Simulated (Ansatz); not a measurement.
Functionals compared on the (20-23) surface of hcp Tl in its 1x1 cell, outermost plane spacing 0.20 Å in the ideal cut, in Ansatz (plane waves, PAW). The structure was relaxed with PBE; the other rows are single points on it, each with its references at the same level. Cutoff 420 eV (500 eV for r2SCAN).

Set-up: 18 atoms, 9.8 Å thick at the start (thin: gaps and levels are the slab's own); mesh 11x3x1; 0.1 eV smearing; dipole correction on; all atoms relaxed; held to the part of the start's symmetry that mesh and held atoms allow; no spin, no spin-orbit, no U. These notes are the PBE run's.

```tsv
functional	surface energy (J/m²)	work function of the top face (eV)	rough cost of the single point
PBE	0.28	3.50	–
LDA	0.45	3.83	roughly 5 core-minutes
PBEsol	0.39	3.59	around 5 core-minutes (rough)
RPBE	0.18	3.34	roughly 5 core-minutes
r2SCAN	0.36	3.51	roughly 9 core-minutes
```

Ansatz is a first-principles code.
